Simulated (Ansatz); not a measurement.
The decay constant κ of evanescent states in the gap governs leakage through a thin film.

Here is the system:

```yaml
crystal:
  lattice:
    - [4.34202, 0.00000, 0.00000]
    - [-2.17101, 3.76030, 0.00000]
    - [2.17101, -1.25343, 3.54524]
  atoms:
    - { symbol: Cd, position: [0.00000, 0.00000, 0.00000] }
    - { symbol: Se, position: [0.75000, 0.25000, 0.75000] }
```

The cell is taken as given.

Transport runs along the normal of the first two printed cell vectors, the (111) plane of the conventional cell.

The gap is the functional's own. No spin-orbit coupling. Mid-gap values are those at the computed energy nearest the middle.

Q: Predict the band gap and the smallest decay constant κ at mid-gap from r2SCAN (Ansatz, a quantum-chemistry and plane-wave program).

A: Gap 1.03 eV on a 8×8×8 mesh; κ = 0.077 1/Å, at the zone centre.
